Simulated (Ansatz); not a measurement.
**One base run on SiO (P6_422, 12 atoms in the cell) and variants with one or two settings moved**

```cif
data_O6Si6
_chemical_formula_sum 'Si6 O6'
_space_group_name_H-M_alt 'P 1'
_space_group_IT_number 1
_cell_length_a 4.53296
_cell_length_b 4.53296
_cell_length_c 9.56627
_cell_angle_alpha 90.000
_cell_angle_beta 90.000
_cell_angle_gamma 120.000
loop_
_space_group_symop_operation_xyz
  'x, y, z'
loop_
_atom_site_label
_atom_site_type_symbol
_atom_site_fract_x
_atom_site_fract_y
_atom_site_fract_z
_atom_site_occupancy
Si1 Si 0.50000 0.50000 0.44069 1
Si2 Si 0.00000 0.50000 0.10736 1
Si3 Si 0.50000 0.00000 0.77402 1
Si4 Si 0.50000 0.50000 0.89264 1
Si5 Si 0.50000 0.00000 0.22598 1
Si6 Si 0.00000 0.50000 0.55931 1
O1 O 0.83124 0.66248 0.00000 1
O2 O 0.16876 0.83124 0.66667 1
O3 O 0.33752 0.16876 0.33333 1
O4 O 0.16876 0.33752 0.00000 1
O5 O 0.83124 0.16876 0.66667 1
O6 O 0.66248 0.83124 0.33333 1
```

Base run A: PBEsol, default PAW files made with PBE run with Ansatz (a program for electronic structure), self-consistent single point.

Its settings: basis.ecutwfc = 30.9 Ry; kpoints.mp_grid.grid = 7 7 3; hamiltonian.xc = pbesol; hamiltonian.pseudopotentials = {kind: paw} (the program's default PAW files); scf.occupations.method = cold; scf.occupations.width = 0.0073 Ry.

The starting cell comes from a database of computed structures (which also holds hypothetical and non-ambient phases and stackings), without a prior relaxation at this level. Ansatz's pressure includes its estimate of the finite-basis (Pulay) stress. The run gives no clean gap (levels at the Fermi energy touch, overlap or are partly filled at this smearing), which alone does not show that the compound is a metal.

ΔF is the free energy per atom less that of run A. A dash stands where there is no value to compare (another energy zero or no entropy term, no result, no spin, no clean gap, or a mesh too coarse for one). Total energies depend on the potentials, the functional and any Hubbard or dispersion term, so they are compared only between runs that share all of them.

Run A gave: pressure (GPa) -2.86; largest force (eV/Å) 0.163; k-points 16.

Runs:
- B: hamiltonian.dispersion: default → d3bjatm [PBEsol-D3BJ-ATM]
- C: kpoints.mp_grid.grid: 7 7 3 → 6 6 3
- D: hamiltonian.xc: pbesol → revpbe [revPBE]
- E: scf.convergence.dr2_threshold: default (1e-07 eV) → 0.1 eV
- F: crystal.symmetry.detect: default → false
- G: scf.mixing.preconditioner: default (the program chose Resta) → kerker; scf.mixing.q_tf: default → 3
- H: scf.mixing.algorithm: default (the program chose MSR1) → msr1

Question: What does run E change against A?

Answer: The free energy is nearly the same (within 1 meV/atom), the pressure hardly changes (-2.86 to -2.89 GPa) and the largest force goes from 0.163 to 0.157 eV/Å.

Question: What does run D change against A?

Answer: The pressure goes from -2.86 to 2.12 GPa and the largest force goes from 0.163 to 0.085 eV/Å.

Question: What does run B change against A?

Answer: The pressure goes from -2.86 to -4.30 GPa and the largest force hardly changes (0.163 to 0.164 eV/Å).

```tsv
run	ΔF (meV/atom)	pressure (GPa)	largest force (eV/Å)	k-points
A	0.00	-2.86	0.163	16
B	–	-4.30	0.164	16
C	0.72	-2.88	0.158	14
D	–	2.12	0.085	16
E	0.16	-2.89	0.157	16
F	0.00	-2.86	0.163	74
G	0.00	-2.86	0.163	16
H	0.00	-2.86	0.163	16
```

Keys are those of Ansatz 0.2.
